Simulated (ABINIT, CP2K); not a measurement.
An ABINIT input for a self-consistent single point of MgH2 (P4_2/mnm, 6 atoms in the cell) (DFT, PBEsol, plane waves, norm-conserving pseudopotentials (PseudoDojo nc-sr-04 PBEsol standard)):

```
# MgH2, PseudoDojo nc-sr-04 PBEsol standard
pp_dirpath "./"
pseudos "Mg.upf, H.upf"
acell 3*1.0
rprim
         8.4258787191    0.0000000000    0.0000000000
         0.0000000000    8.4258787191    0.0000000000
         0.0000000000    0.0000000000    5.6324609953
natom 6
ntypat 2
znucl 12 1
typat 1 1 2 2 2 2
xcart
         4.2129393596    4.2129393596    2.8162304976
         0.0000000000    0.0000000000    0.0000000000
         5.8607884607    5.8607884607    0.0000000000
         2.5650902585    2.5650902585    0.0000000000
         6.7780296180    1.6478491011    2.8162304976
         1.6478491011    6.7780296180    2.8162304976
ecut 42
ixc -116133
occopt 3
tsmear 0.00036749
nband 17
kptopt 1
ngkpt 8 8 11
nshiftk 1
shiftk 0 0 0
nstep 60
tolvrs 1.0e-10
prtwf 0
prtden 0
prtvol 1
enunit 1
```

**Question.** Give the CP2K input for the same structure, mesh, smearing and functional.

**Answer.** One input that does it (others would too):

```
&GLOBAL
  PROJECT run
  RUN_TYPE ENERGY_FORCE
  PRINT_LEVEL LOW
&END GLOBAL
&FORCE_EVAL
  METHOD Quickstep
  STRESS_TENSOR ANALYTICAL
  &DFT
    BASIS_SET_FILE_NAME BASIS_MOLOPT
    POTENTIAL_FILE_NAME GTH_POTENTIALS
    &QS
      METHOD GPW
      EPS_DEFAULT 1E-10
    &END QS
    &MGRID
      CUTOFF 1000
      REL_CUTOFF 40
      NGRIDS 5
    &END MGRID
    &SCF
      SCF_GUESS ATOMIC
      EPS_SCF 1E-7
      MAX_SCF 100
      ADDED_MOS 5
      &DIAGONALIZATION
        ALGORITHM STANDARD
      &END DIAGONALIZATION
      &MIXING
        METHOD BROYDEN_MIXING
        ALPHA 0.4
        NBUFFER 10
        BETA 1
      &END MIXING
      &SMEAR ON
        METHOD FERMI_DIRAC
        ELECTRONIC_TEMPERATURE [K] 116.05
      &END SMEAR
    &END SCF
    &KPOINTS
      SCHEME MONKHORST-PACK 8 8 11
      GAMMA_CENTERED T
    &END KPOINTS
    &XC
      &XC_FUNCTIONAL
        &PBE
          PARAMETRIZATION PBESOL
        &END PBE
      &END XC_FUNCTIONAL
    &END XC
    &PRINT
      &MO
        EIGENVALUES T
        OCCUPATION_NUMBERS T
        NDIGITS 8
        FILENAME mo
        &EACH
          QS_SCF 0
        &END EACH
        ADD_LAST NUMERIC
      &END MO
      &MULLIKEN OFF
      &END MULLIKEN
    &END PRINT
  &END DFT
  &SUBSYS
    &CELL
      A 4.45878300 0.00000000 0.00000000
      B 0.00000000 4.45878300 0.00000000
      C 0.00000000 0.00000000 2.98057000
      PERIODIC XYZ
    &END CELL
    &COORD
      SCALED
      Mg       0.50000000     0.50000000     0.50000000
      Mg       0.00000000     0.00000000     0.00000000
      H        0.69557000     0.69557000     0.00000000
      H        0.30443000     0.30443000     0.00000000
      H        0.80443000     0.19557000     0.50000000
      H        0.19557000     0.80443000     0.50000000
    &END COORD
    &KIND Mg
      BASIS_SET DZVP-MOLOPT-SR-GTH-q10
      POTENTIAL GTH-PBE-q10
    &END KIND
    &KIND H
      BASIS_SET DZVP-MOLOPT-SR-GTH-q1
      POTENTIAL GTH-PBE-q1
    &END KIND
  &END SUBSYS
  &PRINT
    &FORCES ON
    &END FORCES
    &STRESS_TENSOR ON
    &END STRESS_TENSOR
  &END PRINT
&END FORCE_EVAL
```

Basis settings and potentials, where a program has them, do not carry over. This input uses DFT PBEsol, GPW, DZVP-MOLOPT-SR-GTH basis, GTH-PBE potentials (GTH_POTENTIALS).

The starting cell comes from a database of computed structures (which also holds hypothetical and non-ambient phases and stackings), without a prior relaxation at this level. Its lattice was rescaled by a random factor within 2.5 % of one.
